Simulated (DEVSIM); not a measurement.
# Si n-i-p diode

Structure: Si n-i-p diode, at 300 K.

| layer (left to right) | material | thickness (μm) | Nd (cm⁻³) | Na (cm⁻³) | τn (s) | τp (s) |
|---|---|---|---|---|---|---|
| 1 | Si | 1.80 | 1.3e19 | - | 6.3e-5 | 6.3e-5 |
| 2 | Si | 1.20 | - | 9.6e12 | 0.00063 | 6.3e-5 |
| 3 | Si | 0.960 | - | 1.1e18 | 6.3e-5 | 6.3e-5 |

Left contact: ohmic. Right contact: ohmic. Voltage is applied to the left contact. Recombination: SRH at mid-gap, Auger. Mobility is μmin + (μ − μmin)/(1 + (N/Nref)^α).

This is a model device: material constants are rounded textbook-type values typed into the input, and sizes, dopings and lifetimes were drawn at random. Values at 300 K.

```tsv
parameter	Si
gap (eV)	1.124
affinity (eV)	4.05
permittivity	11.7
Nc (cm⁻³)	2.86e19
Nv (cm⁻³)	3.1e19
μn (cm²/Vs)	1417
μp (cm²/Vs)	470
μn,min	52
μp,min	45
Nref,n	9.7e16
Nref,p	2.2e17
αn	0.68
αp	0.72
Cn (cm⁶/s)	2.8e-31
Cp (cm⁶/s)	9.9e-32
```

Model (solved in DEVSIM): 1D drift-diffusion, Boltzmann statistics, complete ionisation; no tunnelling, impact ionisation, image-force lowering or self-heating.

```json
{
 "potential_step_across_the_device_at_zero_bias": "1.017 V",
 "Dark forward voltage at 1 A/cm²": "0.708 V",
 "Dark forward voltage at 100 A/cm²": "0.828 V"
}
```

Dark forward current:

(V (V), J (A/cm²)): (-0.05, -1.1e-10); (-0.10, -4.6e-10); (-0.15, -1.7e-9); (-0.20, -6.8e-9); (-0.25, -3.2e-8); (-0.30, -1.8e-7); (-0.35, -1.1e-6); (-0.40, -7.0e-6); (-0.45, -4.7e-5); (-0.50, -0.00032); (-0.55, -0.0022); (-0.60, -0.015); (-0.65, -0.10); (-0.70, -0.72); (-0.75, -5.0); (-0.80, -34); (-0.85, -230); (-0.90, -1400); (-0.95, -6500)

Dark reverse current:

```json
[
 {"V (V)": "0.04", "J (A/cm²)": "3.3e-11"},
 {"V (V)": "0.10", "J (A/cm²)": "5.8e-11"},
 {"V (V)": "0.20", "J (A/cm²)": "8.3e-11"},
 {"V (V)": "0.30", "J (A/cm²)": "1.0e-10"},
 {"V (V)": "0.40", "J (A/cm²)": "1.2e-10"},
 {"V (V)": "0.60", "J (A/cm²)": "1.4e-10"},
 {"V (V)": "0.80", "J (A/cm²)": "1.6e-10"},
 {"V (V)": "1.00", "J (A/cm²)": "1.8e-10"},
 {"V (V)": "1.30", "J (A/cm²)": "1.9e-10"},
 {"V (V)": "1.60", "J (A/cm²)": "2.0e-10"},
 {"V (V)": "2.00", "J (A/cm²)": "2.2e-10"}
]
```
